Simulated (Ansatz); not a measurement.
# Evanescent states of MgH2 (P4_2/mnm, rutile, 6 atoms a cell, 10.0 Å³ an atom) along the normal of (100)

Method: r2SCAN (plane waves, PAW; Ansatz, an electronic-structure program).

The gap is the functional's own, uncorrected, and κ follows it; spin-orbit coupling is left out. Mid-gap values are interpolated between the computed energies.

Energies count from the valence-band top; κ is the least over a 10×8 mesh across the current.

```tsv
E (eV)	κ (1/Å)	where
0.10	0.119	off Γ
0.32	0.212	off Γ
0.53	0.253	off Γ
0.73	0.283	off Γ
0.94	0.302	off Γ
1.16	0.316	off Γ
1.36	0.326	off Γ
1.57	0.333	off Γ
1.78	0.339	off Γ
2.00	0.344	off Γ
2.21	0.347	off Γ
2.42	0.348	off Γ
2.62	0.348	off Γ
2.83	0.346	off Γ
3.04	0.343	off Γ
3.25	0.339	off Γ
3.46	0.330	Γ
3.67	0.299	off Γ
3.88	0.256	off Γ
4.09	0.202	off Γ
4.30	0.121	off Γ
```

Task: How thick must the barrier be to attenuate the transmission by 10^4 when the electrodes' Fermi level lies at 4.30 eV, and what attenuation does that film give at 3.04 eV?

Result: d = 4 ln 10 / (2 × 0.121) = 38.1 Å. At 3.04 eV it gives 4 × 0.343/0.121 = 11.3 decades.
